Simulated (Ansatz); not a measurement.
The parent structure is TaAs in the CsCl type structure (space group Pm-3m, No. 221; a = 3.215 Å; a hypothetical phase, not in the database extracts checked; relaxed with 0.1 eV smearing). Axes: x, y, z lie along the cube axes.

All numbers come from PBE/PAW in Ansatz (a quantum-chemistry and plane-wave program), without spin-orbit coupling.

Now apply this change: tensor shear ε_yz = +3.92 % (engineering shear γ = 0.0784); the atoms relax in the strained cell.

**Question.** Predict the stress tensor and what it implies for the stiffness.

**Answer.** Stress of the strained cell less that of the base (GPa, compression positive):
```
    1.7     0.0     0.0
    0.0     1.1    -8.9
    0.0    -8.9     1.1
```

Then −Δσ/γ with γ = 2ε = 0.0784 gives secant stiffness values (nonlinear terms included at this strain): C44 ≈ 114 GPa.

As a check, the harmonic strain energy −½ V₀ Δσ:ε is 36 meV/atom; the computed energy rise is 37 meV/atom.

Whether these cells are dynamically stable was not tested. All final runs are without spin polarisation.
